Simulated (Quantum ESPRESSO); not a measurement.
## Pressure against volume in antifluorite Be2C (space group 225) (Quantum ESPRESSO, LDA)

```
CELL_PARAMETERS angstrom
      0.00000     2.08560     2.08560
      2.08560     0.00000     2.08560
      2.08560     2.08560     0.00000
ATOMIC_POSITIONS crystal
  Be 0.25000 0.25000 0.25000
  Be 0.75000 0.75000 0.75000
  C  0.00000 0.00000 0.00000
```

Method of the run: LDA (PZ), GBRV 1.5 ultrasoft (LDA) pseudopotentials (plane waves; Quantum ESPRESSO 7.5). Settings: ecutwfc = 52 Ry; ecutrho = 260 Ry; occupations = smearing; smearing = fermi-dirac; degauss = 0.000734986 Ry; potentials = {Be: be_lda_v1.4.uspp.F.UPF, C: c_lda_v1.2.uspp.F.UPF}; K_POINTS = automatic 13 13 13 0 0 0; conv_thr = 1e-10 Ry; mixing_beta = 0.7. The cell above is the first row's. The rows scale it uniformly. In all rows fractional positions and the k mesh are held.

| V (Å^3/atom) | P (GPa) |
|---|---|
| 6.048 | ? |
| 6.179 | 11.53 |
| 6.311 | 6.34 |
| 6.442 | 1.60 |
| 6.574 | -2.72 |
| 6.705 | -6.68 |
| 6.837 | -10.29 |
| 6.968 | -13.59 |
| 7.100 | -16.60 |

Question: Using a cubic, estimate the missing P at V = 6.048 from the other rows, showing the fit.

Answer: With u = V - 6.64, the rows have u = -0.46100, -0.32900, -0.19800, -0.06600, 0.06500, 0.19700, 0.32800, 0.46000. Least squares gives P = -4.764 - 30.060·u + 10.427·u² - 2.247·u³. Residuals (row less fit): 0.000, 0.006, -0.014, 0.014, -0.006, 0.008, -0.009, 0.004; standard error 0.012 (degrees of freedom: 4). The fitted pressure is zero at V0 = 6.490, where dP/dV = -33.35, so B0 = -V0·dP/dV = 216 GPa. At the withheld row, u = -0.59200, so P = -4.764 - 30.060 × (-0.59200) + 10.427 × (-0.59200)² - 2.247 × (-0.59200)³ = 17.152 GPa. The calculation gives 17.22 GPa, 0.068 GPa above the prediction (0.2 % of the range of P in the table). The row lies outside the fitted rows, so this is an extrapolation. From the scatter of the fitted rows alone, a prediction at this place has a standard error of 0.033 GPa, so the miss is 2.1 times that.

Carrying the step between the two nearest rows on in a straight line would have given 16.68, off by 0.54; series whose last step already gives the withheld value aren't shown. The scan was laid around a cell of about the measured size, scaled by a guess for this functional. The runs keep the symmetry of the cell, so they don't test it for distortions. Cutoffs and mesh are single choices, not tested for convergence of this quantity. Series with a scatter that would blur these digits, or in which a gap closes, are not shown.
